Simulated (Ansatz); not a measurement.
What isotropic strain +3.00 % does to SiO2

Base system: SiO₂ in the rutile structure (space group P4_2/mnm, No. 136; a = 4.195 Å, c = 2.678 Å).

The change: the cell is scaled by 1.0300 in all directions; the atoms relax in the strained cell.

The values are results of PBEsol (Ansatz, a program for electronic structure; PAW; 420 eV plane waves; spin-orbit coupling left out), not measurements. Settings: 8×8×12 k-points, 0.05 eV Fermi–Dirac smearing.

* **Volume per atom**: 8.58 Å³ (base 7.85 Å³)
* **Space group**: P4_2/mnm (No. 136) (base P4_2/mnm (No. 136))
* **Shortest interatomic distance**: 3.411 bohr (base 3.336 bohr)
* **Energy relative to the base (free energy F)**: +53 meV/atom
* **Pressure (mean of the normal stresses, compression positive)**: -21.72 GPa (base 0.00 GPa)
* **Band gap**: 4.00 eV (base 5.35 eV)
* **Gap character**: direct at Γ (base direct at Γ)
* **Mean gap deformation potential ΔEg/Δln V**: -15.3 eV
* **Width of the top valence band**: 2.40 eV (base 2.67 eV)
* **Electron mass**: 0.32 mₑ along c, 0.40 mₑ across (at Γ) (base 0.37 mₑ along c, 0.47 mₑ across (at Γ))
* **Hole mass**: 2.0 mₑ along c, 1.1 mₑ across (at Γ) (base 1.8 mₑ along c, 1.1 mₑ across (at Γ))
* **Valence-band top at Γ (three highest levels, from the VBM)**: 0.00, -0.78, -0.78 eV (base 0.00, -0.88, -0.88 eV)
* **Largest internal atomic displacement**: 0.021 Å

Effective masses come from finite differences of ±0.01 Å⁻¹. Whether these cells are dynamically stable was not tested.
